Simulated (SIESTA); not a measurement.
A working SIESTA input for TiTl₂F₆ (P-3m1, 9 atoms in the cell) (DFT, GGA PBEsol, numerical atomic orbitals DZP, PseudoDojo PBEsol standard norm-conserving potentials (rewritten from UPF to PSML)):

```
# files in the folder: Ti.psml Tl.psml F.psml (PseudoDojo PBEsol standard)
SystemName  TiTl2F6
SystemLabel TiTl2F6

NumberOfAtoms                9
NumberOfSpecies              3
%block ChemicalSpeciesLabel
  1 22 Ti
  2 81 Tl
  3 9 F
%endblock ChemicalSpeciesLabel
LatticeConstant              6.059362 Ang
%block LatticeVectors
     1.000000000    0.000000000    0.000000000
    -0.500000000    0.866025499    0.000000000
     0.000000000    0.000000000    0.804886884
%endblock LatticeVectors
AtomicCoordinatesFormat      ScaledCartesian
%block AtomicCoordinatesAndAtomicSpecies
     0.000000000    0.000000000    0.000000000  1
     0.500000500    0.288674878    0.251599591  2
    -0.000000500    0.577350621    0.553287293  2
     0.771685000    0.131817741    0.626942492  3
    -0.271685000    0.734207758    0.177944392  3
     0.500000000    0.602390017    0.626942492  3
     0.000000000    0.263635482    0.177944392  3
     0.228315000    0.131817741    0.626942492  3
     0.271685000    0.734207758    0.177944392  3
%endblock AtomicCoordinatesAndAtomicSpecies

XC.functional                GGA
XC.authors                   PBEsol
PAO.BasisSize                DZP
PAO.EnergyShift              0.005 Ry
MeshCutoff                   300 Ry
%block kgrid.MonkhorstPack
    3   0   0  0.0
    0   3   0  0.0
    0   0   4  0.0
%endblock kgrid.MonkhorstPack
OccupationFunction           FD
ElectronicTemperature        10 K

MaxSCFIterations             150
SCF.Mixer.Method             Broyden
SCF.Mixer.Weight             0.25
SCF.Mixer.History            6
SCF.DM.Tolerance             1.0E-04
Diag.ParallelOverK           true
WriteForces                  true
```

The run converged in 10 iterations: free energy E − TS -8933.8579 eV; top of the valence band (on the code's own zero) -8.12 eV; gap on the k-point mesh 3.67 eV; pressure -5.64 GPa; largest force (vector length) 0.763 eV/Å. Each of these slips is then made, one at a time:

(1)
```diff
-%block kgrid.MonkhorstPack
-    3   0   0  0.0
-    0   3   0  0.0
-    0   0   4  0.0
-%endblock kgrid.MonkhorstPack
```

(2)
```diff
+NetCharge                    1.0
```

(3)
```diff
-SCF.DM.Tolerance             1.0E-04
+SCF.DM.Tolerance             1.0E-01
+SCF.H.Tolerance              1.0 eV
```

Problem. What happens in each case?

Solution. 
(1) A single k-point for a small cell. The run converged in 12 iterations without an error; against the sound input the free energy goes down by 114 meV/atom, the pressure goes from -5.64 to -7.65 GPa and the largest force goes from 0.763 to 0.598 eV/Å.

(2) An unintended net charge. The run converged in 11 iterations without an error; against the sound input the pressure goes from -5.64 to -7.61 GPa, the largest force goes from 0.763 to 0.450 eV/Å and no clean gap remains on the mesh (levels overlap or are partly filled), against 3.67 eV before. The full log also holds: “madelung: WARNING: Charged system, but not an atom or molecule.” and “madelung: WARNING: Energy correction terms can not be applied.”.

(3) A convergence threshold that is too loose. The run converged in 6 iterations, and against the sound input the free energy is nearly the same (within 1 meV/atom), the pressure stays at -5.64 GPa, the largest force moves little (0.763 to 0.762 eV/Å) and the gap on the mesh hardly changes (3.670 to 3.671 eV).

The starting cell comes from a database of computed structures (which also holds hypothetical and non-ambient phases and stackings), without a prior relaxation at this level. Its lattice was rescaled by a random factor within 2.5 % of one. Spin-orbit coupling is off. Values carry the incompleteness of an atom-centred basis. In the base run, with a pressure of about -6 GPa the cell is away from its equilibrium volume at this level.

Left out of this page: 4 runs of the series outside the window shown, repeating another row's setting, or not comparable.
